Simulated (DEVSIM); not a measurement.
Device: Cr/SiO2/p-Si capacitor, at 400 K.

```tsv
layer (left to right)	material	thickness (nm)	Na (cm⁻³)
1	SiO2	16.0	-
2	Si	3400	2.9e16
```

Metal gate on the left, work function 4.5 eV. Fixed charge at the semiconductor interface 1.1e11 cm⁻² (in units of +e); no interface traps.

This is a model device: material constants are rounded textbook-type values typed into the input, and sizes, dopings and lifetimes were drawn at random. Values at 300 K; Nc and Nv go as T^1.5, mobilities as T to minus their exponent, the gap by Varshni's rule with the affinity fixed.

| parameter | SiO2 | Si |
|---|---|---|
| gap (eV) | 9 | 1.124 |
| affinity (eV) | 0.9 | 4.05 |
| permittivity | 3.9 | 11.7 |
| Nc (cm⁻³) | - | 2.86e19 |
| Nv (cm⁻³) | - | 3.1e19 |
| Varshni α (eV/K) | - | 0.000473 |
| Varshni β (K) | - | 636 |

Model (solved in DEVSIM): 1D Poisson equation in equilibrium, Boltzmann statistics, complete ionisation; no quantum confinement or tunnelling. Metal contacts follow the ideal Schottky-Mott rule: no Fermi-level pinning, no interface dipoles.

The temperature was swept, all else fixed.

```json
[
 {"temperature (K)": "250", "flat-band voltage (V)": "-0.62", "minimum of the low-frequency capacitance (μF/cm²)": "0.0459", "threshold voltage (band bending 2φF) (V)": "0.64"},
 {"temperature (K)": "300", "flat-band voltage (V)": "-0.58", "minimum of the low-frequency capacitance (μF/cm²)": "0.0492", "threshold voltage (band bending 2φF) (V)": "0.59"},
 {"temperature (K)": "350", "flat-band voltage (V)": "-0.52", "minimum of the low-frequency capacitance (μF/cm²)": "0.0522", "threshold voltage (band bending 2φF) (V)": "0.53"},
 {"temperature (K)": "400", "flat-band voltage (V)": "-0.47", "minimum of the low-frequency capacitance (μF/cm²)": "0.0565", "threshold voltage (band bending 2φF) (V)": "0.46"},
 {"temperature (K)": "450", "flat-band voltage (V)": "-0.42", "minimum of the low-frequency capacitance (μF/cm²)": "0.0630", "threshold voltage (band bending 2φF) (V)": "0.40"},
 {"temperature (K)": "500", "flat-band voltage (V)": "-0.36", "minimum of the low-frequency capacitance (μF/cm²)": "0.0712", "threshold voltage (band bending 2φF) (V)": "0.33"}
]
```

From the first row to the last the flat-band voltage goes from -0.62 to -0.36. From the first row to the last the minimum of the low-frequency capacitance goes from 0.0459 to 0.0712.
